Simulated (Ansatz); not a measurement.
## Point defect Ti on the W site (Ti_W) in bcc W

All values below come from PBE, PAW (plane waves to 420 eV; Ansatz, a quantum-chemistry and plane-wave program). Details: 54-site cell; 4×4×4 shifted k-points; start: the W site; no spin–orbit coupling; no Hubbard U; finite-size errors of tenths of an eV; the relaxation kept the symmetry of the starting site.

Neighbours after relaxation, in Å: of the Ti atom: W 2.76, W 2.76, W 2.76, W 2.76, W 2.76, W 2.76, W 2.76, W 2.76 (the shell may go on).

Formation energies E_f are those of the neutral cell. Chemical conditions: host crystal and elements as references (Δμ(W) = 0.00 eV, Δμ(Ti) = 0.00 eV; Ti taken from its element, since no compound that bounds it was computed at this level; only phases computed here count, gases as isolated molecules at 0 K). Reference phases: Ti: hcp Ti, W: bcc W.

| charge | moment (μB) | point group | largest move off a lattice site (Å) | E_f, host crystal and elements as references (eV) |
|---|---|---|---|---|
| 0 | not spin-polarised | Oh | 0.01 | -0.84 |

Point groups are those of the whole cell at tolerances of 0.03 and 0.1 Å ("near" where only the looser one holds); none is given for unsettled states.

All states together cost roughly 6 core-minutes.
